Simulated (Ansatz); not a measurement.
**How far PBE-D3(BJ) and r2SCAN+rVV10 part for SnSe2, pressure 22.5 GPa**

Start from SnSe₂ in the CdI2 type structure (space group P-3m1, No. 164; a = 3.840 Å, c = 6.006 Å; layered, stacked along the Cartesian z axis).

(Cell as relaxed with PBE-D3(BJ).)

Levels (all Ansatz, a program for electronic structure, PAW): PBE-D3(BJ) (420 eV, no SOC); r2SCAN+rVV10 (500 eV, without spin-orbit coupling).

Each level relaxes its own structure.

```json
[
 {"base": "volume per atom", "PBE-D3(BJ)": "25.57 Å³", "r2SCAN+rVV10": "26.33 Å³"},
 {"base": "lattice parameter a", "PBE-D3(BJ)": "3.840 Å", "r2SCAN+rVV10": "3.826 Å"},
 {"base": "band gap", "PBE-D3(BJ)": "0.36 eV", "r2SCAN+rVV10": "0.94 eV"}
]
```

The change: a hydrostatic pressure of 22.5 GPa.

```json
[
 {"quantity": "shortest interatomic distance", "PBE-D3(BJ)": "2.620 Å", "r2SCAN+rVV10": "[?]"},
 {"quantity": "c/a ratio", "PBE-D3(BJ)": "1.436", "r2SCAN+rVV10": "[?]"}
]
```

Q: What does r2SCAN+rVV10 give?

A: 
- shortest interatomic distance, r2SCAN+rVV10: 2.601 Å
- c/a ratio, r2SCAN+rVV10: 1.465

PBE-D3(BJ)'s shortest interatomic distance lies 0.019 Å above r2SCAN+rVV10's (0.7 %); PBE-D3(BJ)'s c/a ratio lies 0.029 below r2SCAN+rVV10's. Neither level is exact; r2SCAN+rVV10 is the comparison here, not a measurement.

The mesh was chosen for an insulator and is coarse for the gapless case. Load acts through the strain it causes; cell and atoms are relaxed under it. Stability against distortions was not tested. Competing high-pressure phases were not computed. All final runs are without spin polarisation.
